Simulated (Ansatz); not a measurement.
Take NiSi2 (space group Fm-3m, No. 225; non-magnetic) as the base.

NiSi2 is taken in the cubic space group Fm-3m (No. 225), Pearson symbol cF12. Conventional cell: a = b = c = 5.3870 Å, α = β = γ = 90.00°. Ni on 4a is surrounded by 8 Si at 2.333 Å (cubic). Si on 8c is surrounded by 4 Ni at 2.333 Å and 6 Si at 2.693 Å. (Neighbours: up to the widest gap in distance over summed covalent radii, below 1.35, at either atom; cation-cation and far metal-metal contacts left out.)
(The calculation used a cell of 3 atoms; values per cell refer to that cell.)

Computed with DFT with r2SCAN, PAW potentials and a 500 eV plane-wave cutoff in Ansatz (a program for electronic structure), without spin-orbit coupling.

Base values:

| Property | Result |
|---|---|
| Lattice parameter a | 10.180 bohr |

Now apply this change: cell and atoms relaxed at a pressure of 75 GPa.

Q: How does this affect the lattice parameter a?

A: The lattice parameter a decreases by 0.826 bohr, from 10.180 bohr to 9.354 bohr.

Load acts through the strain it causes; cell and atoms are relaxed under it. Stability against distortions was not tested. No other phases were tried under pressure. Starting moments died away, wholly or in part, for the base; another magnetic solution may exist. The final runs are not spin-polarised.
